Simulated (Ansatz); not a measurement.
# BaAl4 (I4/mmm): resistivity and electron-phonon coupling

Here is the system:

```
Al4Ba
1.0
   -2.25747     2.25747     5.61935
    2.25747    -2.25747     5.61935
    2.25747     2.25747    -5.61935
Ba Al
1 4
Cartesian
  0.00000   0.00000   0.00000
  2.25747   0.00000   2.80967
  0.00000   2.25747   2.80967
  0.00000   0.00000   4.29069
  0.00000   0.00000   6.94801
```

All values below come from PBEsol, DFPT electron-phonon coupling, linearised Boltzmann equation (plane waves, PAW, scalar-relativistic; Ansatz, an electronic-structure program). Geometry: relaxed with this functional, without spin-orbit coupling.

```
Item                                             Value
--------------------  --------------------------------
resistivity at 300 K  18.3 (x), 18.3 (y), 48 (z) μΩ·cm
resistivity at 77 K    2.8 (x), 2.8 (y), 6.7 (z) μΩ·cm
```

A metal at this level (no band gap). Only scattering by harmonic phonons is included (no impurities, grain boundaries, electron-electron scattering or thermal expansion). Spin-orbit coupling is left out. The run warned that the eigensolver left some states short of its tolerance. Halving the electron mesh (20x20x20) moves the resistivity by up to 13 % at 300 K. Smearing 0.20 eV; phonons on a 4x4x4 q mesh, which this run doesn't test and which matters most at low temperature.

Computed structure with no diffraction record at hand here (it may be known, metastable or hypothetical): BaAl4 (I4/mmm).
